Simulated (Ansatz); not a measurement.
A self-consistent single point of LiZn3 (I4mm, 4 atoms in the cell) with Ansatz (an electronic-structure program).

Level of theory: LDA (PW92), default PAW files made with PBE (plane waves; Ansatz).

```yaml
crystal:
  lattice:
    - [0.00000, 3.02014, 3.02014]
    - [3.02014, 0.00000, 3.02014]
    - [3.02014, 3.02014, 0.00000]
  atoms:
    - { symbol: Li, position: [0.00828, 0.00828, 0.99172] }
    - { symbol: Zn, position: [0.25000, 0.25000, 0.25000] }
    - { symbol: Zn, position: [0.75000, 0.75000, 0.75000] }
    - { symbol: Zn, position: [0.50000, 0.50000, 0.50000] }
```

Reference input (self-consistent single point, DFT, LDA (PW92), plane waves, default PAW files made with PBE): basis.ecutwfc = 420 eV; kpoints.mp_grid.grid = 10 10 10; hamiltonian.xc = lda; hamiltonian.pseudopotentials = {kind: paw} (the program's default PAW files); scf.occupations.method = gaussian; scf.occupations.width = 0.1 eV. This run's input differs from it in these lines:

Ansatz 0.2 input:
```diff
@@ -14,3 +14,3 @@
 kpoints:
-  mp_grid: { grid: [10, 10, 10] }
+  mp_grid: { grid: [14, 14, 14] }
 hamiltonian:
```

Output (repeated stretches shortened):

```
SCF iter   1: F=—  HF=-9941.098963 eV  |F-HF|=—  |Δ(HF+E_count)|=         —  Δρ=5.00e-3  dr2=7.70e-3  ethr=1.77e-3  ⟨swp⟩=5.7  Hψ=24968  notcnv=0
all-band conjugate gradients solve this SCF's bands
preconditioner: auto → Kerker (q_TF=auto, 2.576 Å⁻¹)
SCF iter   2: F=—  HF=-9941.094369 eV  |F-HF|=—  |Δ(HF+E_count)|=   4.59e-3  Δρ=2.60e-3  dr2=3.43e-3  ethr=1.97e-5  ⟨swp⟩=2.0  Hψ=11930  notcnv=0
   [... lines left out ...]
SCF iter   5: F=—  HF=-9941.092605 eV  |F-HF|=—  |Δ(HF+E_count)|=   7.38e-5  Δρ=1.31e-4  dr2=1.36e-5  ethr=5.76e-7  ⟨swp⟩=2.2  Hψ=10006  notcnv=0
SCF iter   6: F=—  HF=-9941.092600 eV  |F-HF|=—  |Δ(HF+E_count)|=   5.77e-6  Δρ=1.16e-4  dr2=6.33e-6  ethr=3.49e-8  ⟨swp⟩=2.0  Hψ=10286  notcnv=0
SCF iter   7: F=—  HF=-9941.092598 eV  |F-HF|=—  |Δ(HF+E_count)|=   2.07e-6  Δρ=3.02e-5  dr2=6.63e-7  ethr=1.62e-8  ⟨swp⟩=2.5  Hψ=10896  notcnv=0
SCF iter   8: F=-9941.092597 eV  HF=-9941.092597 eV  |F-HF|=4.24e-8  |Δ(HF+E_count)|=   1.45e-7  Δρ=1.23e-5  dr2=9.14e-8  ethr=2.56e-10  ⟨swp⟩=4.2  Hψ=27811  notcnv=0
SCF 1 converged in 8 iterations: F = -9941.092597 eV  dr2 = 9.14e-8
Free energy (F): -9941.092597 eV
Internal energy: -9941.088896 eV  (E = F + TS)
E sigma→0 (E₀):  -9941.090747 eV
Entropy (-TS):   -0.003701 eV (-0.925 meV/atom)
Fermi energy:    9.513192 eV
--- Forces (eV/Å), atoms counted from 1 ---
  atom   1  Li     0.00000000     0.00000000    -0.14849374
  atom   2  Zn     0.00000000    -0.00000000     0.06687362
  atom   3  Zn    -0.00000000    -0.00000000     0.06687362
  atom   4  Zn    -0.00000000     0.00000000     0.01476155
--- Stress (GPa, compression-positive) ---
       -4.883689       0.000000       0.000000
        0.000000      -4.883689       0.000000
        0.000000      -0.000000      -4.892193
  P = ⅓ Tr σ = -4.8865 GPa (-48.865 kbar)
  The stress holds the Pulay correction. Without it, at fixed plane waves, as pw.x and ABINIT print it: P = -4.9300 GPa
```

The run converged in 8 iterations. Against the reference run the free energy falls by 1.5 meV/atom, the pressure moves little (-4.92 to -4.89 GPa) and the largest force hardly changes (0.150 to 0.148 eV/Å).

The starting cell comes from a database of computed structures (which also holds hypothetical and non-ambient phases and stackings), without a prior relaxation at this level. Its lattice was rescaled by up to half a per cent. One atom was moved a little off its site on purpose. With a pressure of about -5 GPa the cell is away from its equilibrium volume at this level. Ansatz's pressure includes its estimate of the finite-basis (Pulay) stress.
